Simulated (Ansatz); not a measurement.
**A constructed model of the (100) surface of fcc Al, a pseudomorphic layer of Ti in the host's stacking (bottom of the slab: a bare face, its two planes held)**

These are PBE (plane waves to 420 eV, PAW; Ansatz, a first-principles code) values and carry that method's errors.

Set-up: 7 atoms, 12.2 Å thick at the start; mesh 13x13x1; 0.1 eV smearing; dipole correction on; 2 atoms held, the rest relaxed; start symmetry kept, larger cells not searched; no spin, no spin-orbit, no U. It is one candidate, not shown to be the stable structure of the face.

```json
{
 "work_function_of_the_top_face": "4.24 eV",
 "energy_released_by_relaxation": "0.094 eV",
 "cost": "very roughly 2.0 core-minutes"
}
```
